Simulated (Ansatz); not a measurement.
A user runs Ansatz (an electronic-structure program) on Pd2C (P-3m1, 3 atoms in the cell) and asks whether the run is sound. The aim is a self-consistent single point with DFT, PBEsol, plane waves, default PAW files made with PBE.

Cell that was meant: a = 2.9763 Å, b = 2.9763 Å, c = 4.8014 Å, α = 90.00°, β = 90.00°, γ = 120.00°.

Part of the input:

Ansatz 0.2 input:
```yaml
    - { symbol: C, position: [0.000000, 0.000000, 0.000000] }
    - { symbol: Pd, position: [0.333333, 0.666667, 0.252000] }
    - { symbol: Pd, position: [0.666667, 0.333333, 0.748000] }
basis:
  ecutwfc: 50
kpoints:
  mp_grid: { grid: [7, 7, 4] }
hamiltonian:
```

Output (repeated stretches shortened):

```
   [... lines left out ...]
PAW frozen core: Pd, regenerated for the run's functional, and the local potential with it
Initial density: superposition of atomic densities (neutral atoms: chi_scale 0, normalization atom), corrected by the library's trained network
Initial wavefunctions: pseudopotential atomic-orbital guess
Eigensolver: davidson
Functional: x = pbesol(κ = 0.804, μ = 0.12345679012345678), c = pbesol(β = 0.046)
SCF iter   1: F=—  HF=-13340.904542 eV  |F-HF|=—  |Δ(HF+E_count)|=         —  Δρ=1.75e0  dr2=1.09e3  ethr=1.77e-3  ⟨swp⟩=1.0  Hψ=834  notcnv=0
all-band conjugate gradients solve this SCF's bands
preconditioner: auto → Kerker (q_TF=auto, 2.766 Å⁻¹)
SCF iter   2: F=—  HF=-12901.662256 eV  |F-HF|=—  |Δ(HF+E_count)|=    4.39e2  Δρ=1.24e0  dr2=5.70e2  ethr=1.77e-3  ⟨swp⟩=1.1  Hψ=887  notcnv=0
   [... lines left out ...]
SCF iter   9: F=—  HF=-12408.692283 eV  |F-HF|=—  |Δ(HF+E_count)|=   3.08e-7  Δρ=4.08e-5  dr2=3.88e-7  ethr=3.07e-9  ⟨swp⟩=1.0  Hψ=669  notcnv=0
SCF iter  10: F=-12408.692283 eV  HF=-12408.692283 eV  |F-HF|=1.70e-9  |Δ(HF+E_count)|=   1.42e-7  Δρ=2.61e-6  dr2=2.34e-9  ethr=2.50e-10  ⟨swp⟩=2.2  Hψ=2027  notcnv=0
the search or the solves at the SCF's close seem to have found levels that the self-consistency loop had missed (the run counts 1) …
SCF 1 converged in 10 iterations: F = -12408.692283 eV  dr2 = 2.34e-9
Free energy (F): -12408.692283 eV
Internal energy: -12408.642320 eV  (E = F + TS)
E sigma→0 (E₀):  -12408.667301 eV
Entropy (-TS):   -0.049964 eV (-16.655 meV/atom)
Fermi energy:    40.845721 eV
--- Forces (eV/Å), atoms counted from 1 ---
  atom   1  C      0.00000000     0.00000000     0.00000000
  atom   2  Pd     0.00000000     0.00000000     6.42725692
  atom   3  Pd    -0.00000000    -0.00000000    -6.42725692
--- Stress (GPa, compression-positive) ---
    -5665.592078       0.000000      -0.000000
       -0.000000   -5665.592078       0.000000
       -0.000000       0.000000   -5676.905529
  P = ⅓ Tr σ = -5669.3632 GPa (-56693.632 kbar)
  The stress holds no Pulay correction (an occupied level lies too near the plane-wave cutoff): it is that at fixed plane waves, as pw.x and ABINIT print it
```

Task: Can these results be used? Check the input.

Result: The run is not sound. The fault is this: a cutoff meant in Ry typed as a bare number, read as eV. A bare number is read in the key's own unit, and eV, Ry (13.6 eV) and Ha (27.2 eV) lie far apart, so the setting ends up far from the one that was meant. To fix it, convert the value to the unit that the key expects. The run converged in 10 iterations without an error; against the sound input the free energy rises by 550 eV/atom, the pressure goes from -2.54 to -5669 GPa and the largest force goes from 0.246 to 6.427 eV/Å.

An input that runs soundly differs in these lines (not the only fix; some lines may just follow from the change or write a value another way):
```diff
-basis:
-  ecutwfc: 50
```

With that input, the run converged in 7 iterations: free energy E − TS (on the zero of these files) -14058.3084 eV; Fermi level (on the code's own zero) 18.67 eV; pressure -2.54 GPa; largest force (vector length) 0.246 eV/Å (DFT, PBEsol, plane waves, default PAW files made with PBE).

On the sound input: the starting cell was generated: these elements placed on a structure prototype, without a prior relaxation; it need not be a known phase or ordering of this composition. Its lattice was rescaled by a random factor within 2.5 % of one. Spin polarisation is off. Ansatz's pressure includes its estimate of the finite-basis (Pulay) stress.
